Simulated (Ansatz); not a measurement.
Effect of uniaxial strain ε_zz = +2.50 % on Ca

Base system: Ca in the fcc (Cu type) structure (space group Fm-3m, No. 225; a = 5.4558 Å; relaxed with 0.1 eV smearing). Axes: x, y, z lie along the cube axes.

The change: the cell is stretched by 2.50 % along z with no lateral relaxation, atoms relaxed at fixed cell.

Level of theory: PBEsol/PAW in Ansatz (a quantum-chemistry and plane-wave program), no spin-orbit coupling. Γ-centred 21×21×21 mesh, Fermi–Dirac width 0.1 eV.

The volume per atom increases by 1.01 Å³ to 41.61 Å³ and the space group changes from Fm-3m (No. 225) to I4/mmm (No. 139). The shortest interatomic distance stays 3.858 Å and the energy goes up by 1.8 meV/atom. The pressure (mean of the normal stresses, compression positive) goes from zero to -0.4 GPa and the band gap is still zero. The stress (xx, yy, zz, yz, xz, xy; compression positive) comes out as (-0.4, -0.4, -0.6, 0.0, 0.0, 0.0) GPa.

Final structure:

```yaml
crystal:
  lattice:
    - [0.00000, 2.72790, 2.79610]
    - [2.72790, 0.00000, 2.79610]
    - [2.72790, 2.72790, 0.00000]
  atoms:
    - { symbol: Ca, position: [0.00000, 0.00000, 0.00000] }
```

Whether these cells are dynamically stable was not tested.
